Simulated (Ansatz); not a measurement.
Consider the following.

```yaml
crystal:
  lattice:
    - [4.40600, 0.00000, 0.00000]
    - [0.00000, 4.40600, 0.00000]
    - [2.20300, -2.20300, 3.18872]
  atoms:
    - { symbol: Te, position: [0.00000, 0.00000, 0.00000] }
    - { symbol: Sn, position: [0.50000, 0.50000, 0.00000] }
```

No spin polarisation.

Level of theory: Ansatz (a program for electronic structure), r2SCAN, PAW, cutoff 500 eV, scalar-relativistic without spin-orbit coupling, earlier PAW set. Settings: 13×13×13 k-points, 0.05 eV Fermi–Dirac smearing.

**Question.** Predict the pressure, band gap and space group.

**Answer.** The pressure (mean of the normal stresses, compression positive) is 2.2 GPa and the band gap is zero. The space group comes out as I4/mmm (No. 139).

With Te present, leaving out spin-orbit coupling can change the band edges. The cells carry an imposed strain or load. Stability against distortions was not tested. The final runs are not spin-polarised. The cell was made from SnTe in the rock salt structure (space group Fm-3m, No. 225) by this change: biaxial strain −2.20 %, plane normal [001], relaxed out of plane. Gaps under 0.05 eV, about the width of the smearing, are given as zero. The zero or small gap of SnTe can change with the level of theory.
